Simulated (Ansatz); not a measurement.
Take B in the diamond structure (space group Fd-3m, No. 227; a = 4.052 Å; a hypothetical phase, not in the database extracts checked) as the base. Axes: x, y, z lie along the cube axes.

(Cell as relaxed with PBE.)

Levels (all Ansatz, a program for electronic structure, PAW): PBE (420 eV, no SOC); PBEsol (420 eV, no spin-orbit coupling).

Each level relaxes its own structure.

| base | PBE | PBEsol |
|---|---|---|
| volume per atom | 8.32 Å³ | 8.20 Å³ |
| lattice parameter a | 4.052 Å | 4.032 Å |
| band gap | zero | zero |

One thing is altered: a free-standing slab of 7 layers (14 atoms, 2 a layer) is cut normal to [110], with 15 Å of vacuum and the in-plane cell held at bulk.

```csv
quantity,PBE,PBEsol
excess energy per area of both faces (slab less bulk energy over the cell's area: twice a surface energy) (uncertain by up to 0.2 J/m²),1.0 J/m²,?
band gap,zero,?
shortest interatomic distance,1.539 Å,?
```

Task: Predict the PBEsol column.

Result: 
- excess energy per area of both faces (slab less bulk energy over the cell's area: twice a surface energy) (uncertain by up to 0.2 J/m²), PBEsol: 1.6 J/m²
- band gap, PBEsol: zero
- shortest interatomic distance, PBEsol: 1.537 Å

PBE's excess energy per area of both faces lies 0.6 J/m² below PBEsol's; the two agree on the band gap. Neither level is exact; PBEsol is the comparison here, not a measurement.

The excess energy carries the mismatch between the slab's and the bulk's meshes. No phonon test of stability was made.
